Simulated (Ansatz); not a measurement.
Structure of amorphous Hf$_{27}$O$_{51}$ (periodic cell):

```xyz
78
Lattice="10.1826 0.1168 -0.1113 0.1168 9.6737 -0.1330 -0.1113 -0.1330 10.1243" Properties=species:S:1:pos:R:3 pbc="T T T"
Hf     1.9647     1.8854     1.5766
Hf     9.7204     8.4029     3.0549
Hf     8.2397     0.3555     9.6419
Hf     3.8333     5.3198     4.6507
Hf     7.8888     1.7260     6.5505
Hf     9.0816     3.6684    -0.0096
Hf     1.3365     7.9989     9.8377
Hf     1.2312     7.6019     5.9068
Hf     8.6904     1.9770     2.8098
Hf     3.6182     4.7261     0.3071
Hf     1.1661     5.7370     2.2107
Hf     4.2035     2.7865     7.3843
Hf     4.0945     6.6353     7.7641
Hf     6.1698     2.7407     0.7508
Hf     4.5607     9.4957     5.8897
Hf     9.2170     4.6600     4.6023
Hf     7.4663     6.2186     9.6433
Hf     6.8622     8.7900     1.7281
Hf     4.0338     0.2773     9.9042
Hf     6.8279     4.9158     6.8896
Hf     7.6046     8.2155     5.9655
Hf     4.7225     1.8946     3.5535
Hf     1.2863     1.5491     5.0960
Hf     6.4819     5.3293     2.9207
Hf     0.7682     1.8113     8.2853
Hf     9.9016     5.4877     7.7884
Hf     3.4684     8.1312     2.5498
O      9.5746     8.2962     5.2190
O     10.1937     2.4874     1.3297
O      2.0585     3.9738     1.2292
O      6.3786     2.9393     7.2394
O      0.2000     3.0543     4.1764
O      5.8054     5.8960     8.5601
O      1.6938     7.6770     3.6379
O      0.3529     5.6443     5.8992
O      4.1719     1.8682     1.4579
O      9.6828     6.1648     3.2089
O      8.0022     2.3448     4.6912
O      7.5293     8.2118     9.9231
O      2.9635     5.3020     8.6681
O      8.1270     9.5123     7.4665
O      0.4680     3.7138     8.8384
O      3.1082     6.7580     5.9828
O      8.7176     4.1077     6.5634
O      8.0351     4.0383     2.6824
O      6.1006     0.7582     9.9514
O     10.0312     1.4168     6.4230
O      0.8855     7.2173     7.9467
O      3.3292     8.1868     8.9216
O      4.3695     1.8492     5.5533
O      7.2021     5.6362     4.9226
O      6.4993     0.3047     5.7164
O      4.6360     4.7358     6.5355
O      2.6143     1.9104     3.4976
O      8.7903     2.1229     8.6119
O      4.5722     3.1204     9.3729
O      7.0074     6.7083     1.5481
O      5.1963     4.5349     1.5194
O      0.0959     0.5045     3.7079
O      4.7099     6.6192     3.4177
O      2.3402     9.4241     5.7891
O      5.1288     3.8799     3.9427
O      7.6583     8.3572     3.5548
O      2.2125     4.9550     3.7248
O      5.5501     7.7618     6.4957
O      0.1329    -0.0709     9.4484
O      2.3154     1.4956     9.6227
O      4.9320     8.6995     1.1516
O      7.2340     4.3484     0.0797
O      8.0979     6.6679     7.4253
O      4.4574     9.4419     3.7753
O      4.3347     0.7365     7.8748
O      6.5108     1.5193     2.5392
O      2.4570     9.4357     1.1725
O      0.3749     7.5875     1.3573
O      2.8370     6.5816     1.1591
O      8.6042     0.0952     1.7046
O      2.1620     2.5212     6.8794
```

Computed with PBE, scalar-relativistic without spin-orbit coupling (plane waves to 420 eV, PAW; Ansatz, a program for electronic structure). The usual formal charges leave 6 electrons over, so the level spacing at the Fermi energy parts defect or band states and needn't be the band gap.

Preparation: random packing, a CHGNet melt and quench, and a DFT relaxation. O atoms were pushed apart under 1.9 Å during the dynamics, to hinder bonds among them. The hot cell started wider than the set density and was brought back towards it in steps. It is the lowest in DFT energy of 4 quenches. It is a model cell: composition and starting density were chosen by hand, and all elements were melted together. No dispersion term was used. Its density started from a set value of 9.39 and ended at 9.39 g/cm³. The quench (nominally 73 K/ps over its main leg) was far faster than any real one, so the model tends to hold more defects than a real film. One small periodic cell is one sample of the glass; other quenches scatter about these values. The volume was held where the preparation left it and the shape relaxed, at a PBE pressure of 0.4 GPa. On a 2×2×2 Γ-centred mesh force components of up to 0.15 eV/Å stay, since the relaxation ran on the zone centre alone.

Cut-offs for bonds: Hf-Hf 3.34 Å, Hf-O 2.64 Å, O-O 1.58 Å. Two cations that share two anions don't count as bonded, nor two that share one unless they lie closer than Hf-Hf 3.25 Å.

Problem. Give the coordination numbers, mean bond lengths and angles.

Solution. 
```yaml
Mean coordination of Hf by anions: 5.96 (1 with 4, 4 with 5, 17 with 6, 5 with 7); 8 close contacts or bonds to cations besides
Mean coordination of O: 3.16 (2 with 2, 39 with 3, 10 with 4)
Mean Hf-O bond: 2.141 Å (spread 0.117 Å, 161 counted)
Mean Hf-Hf close contact: 3.146 Å (spread 0.023 Å, 4 counted)
Bond angle at Hf: mean 102.3°, spread 30.2°
Bond angle at O: mean 114.7°, spread 18.1°
```

Problem. List the pairs of like atoms that count as bonded by the rules above.

Solution. Hf6-Hf14 (3.15 Å), Hf6-Hf26 (3.18 Å), Hf6-Hf17 (3.11 Å), Hf17-Hf26 (3.15 Å).
